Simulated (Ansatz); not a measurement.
An Ansatz (a first-principles code) input (Ansatz, PBE, PAW, cutoff 420 eV, no SOC):

Ansatz 0.2 input:
```yaml
crystal:
  lattice:
    - [0, 3.0238045165, 3.0238045165]
    - [3.0238045165, 0, 3.0238045165]
    - [3.0238045165, 3.0238045165, 0]
  atoms:
    - { symbol: Al, position: [0.75, 0.75, 0.75] }
    - { symbol: Al, position: [0.5, 0.5, 0.5] }
basis: { ecutwfc: 420, ecutrho_ratio: 4, xc_grid: 2, fft_grid_basis: typed }
kpoints: { mp_grid: { grid: [13, 13, 13] } }
hamiltonian:
  xc: pbe
  dispersion: none
  pseudopotentials: { kind: paw }
scf: { occupations: { method: fermi_dirac, width: 0.05 }, convergence: { dr2_threshold: 0.0000000002 } }
output: { forces: true, stress: true }
checkpoint: { write: state.ck, write_every: 1000 }
```

Question: Which symmetry and how many k-points will the program report, and about how many plane waves at Γ?

Answer: Space group Fd-3m (ITA 227) with 48 operations, k-points 84 of 2197, and 1067 plane waves at Γ.

Whether these cells are dynamically stable was not tested. The cell is Al in the diamond structure (space group Fd-3m, No. 227; a hypothetical phase, not in the database extracts checked).
